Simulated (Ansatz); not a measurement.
## ZnS, response to strain

The reference is ZnS in the wurtzite structure (space group P6_3mc, No. 186).

```
CELL_PARAMETERS angstrom
      3.78216     0.00000     0.00000
     -1.89108     3.27545     0.00000
      0.00000     0.00000     6.20765
ATOMIC_POSITIONS crystal
  Zn 0.33333 0.66667 0.00042
  Zn 0.66667 0.33333 0.50042
  S  0.33333 0.66667 0.37458
  S  0.66667 0.33333 0.87458
```

Cartesian axes are those of the cell as printed.

Strains are applied to the cell and any free atomic positions relax.

The values are results of PBEsol, PAW, 420 eV (Ansatz, a program for electronic structure; spin-orbit coupling left out), not measurements.

Notes on the quantities. energy relative to the base: free energy F; pressure: mean of the normal stresses, compression positive.

| variant | energy relative to the base | pressure | shortest interatomic distance | band gap |
|---|---|---|---|---|
| base | 0 meV/atom | 0.0 kbar | 231.9 pm | 2.15 eV |
| uniaxial strain ε_zz = −3.00 % | +8.4 meV/atom | 26.2 kbar | 229.0 pm | 2.32 eV |
| uniaxial strain ε_zz = −2.40 % | +5.3 meV/atom | 20.7 kbar | 229.6 pm | 2.30 eV |
| uniaxial strain ε_zz = −1.80 % | +3.0 meV/atom | 15.3 kbar | 230.3 pm | 2.29 eV |
| uniaxial strain ε_zz = −1.20 % | ? | ? | ? | ? |
| uniaxial strain ε_zz = −0.60 % | +0.3 meV/atom | 4.9 kbar | 231.5 pm | 2.20 eV |

Q: Fill in the withheld entries from the trend.

A: 
- uniaxial strain ε_zz = −1.20 %, energy relative to the base: +1.3 meV/atom
- uniaxial strain ε_zz = −1.20 %, pressure: 10.0 kbar
- uniaxial strain ε_zz = −1.20 %, shortest interatomic distance: 230.9 pm
- uniaxial strain ε_zz = −1.20 %, band gap: 2.24 eV

Whether these cells are dynamically stable was not tested.
